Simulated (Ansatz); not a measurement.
We consider cubic perovskite KZnF3, described by BLYP (Ansatz, a program for electronic structure, PAW).

Numerical settings: plane-wave cutoff 520 eV, 8×8×8 k mesh, Fermi–Dirac smearing 0.01 eV, scalar-relativistic PAW data made under PBE.

Computed at the level's own relaxed cell.

**Question.** Predict the volume per atom, bulk modulus, pressure derivative B′ of the bulk modulus and equilibrium lattice constant a.

**Answer.** 
- volume per atom = 14.42 Å³/atom
- bulk modulus = 66.4 GPa
- pressure derivative B′ of the bulk modulus = 4.7
- equilibrium lattice constant a = 4.162 Å

Measured, for comparison: equilibrium volume per atom 13.34 Å³/atom, lattice constant a 4.055 Å (room temperature, no zero-point or thermal correction; as tabulated in Dubrovin et al. (2021), arXiv:2110.13026); bulk modulus 80 GPa (temperature not stated, no zero-point or thermal correction, (C11+2C12)/3; as tabulated in Vaitheeswaran et al. (2016), arXiv:1609.00541). Computed (rounded) less measured: equilibrium volume per atom +8.1 %, bulk modulus -17 %, lattice constant a +2.6 %.

Computed values are for the static lattice.
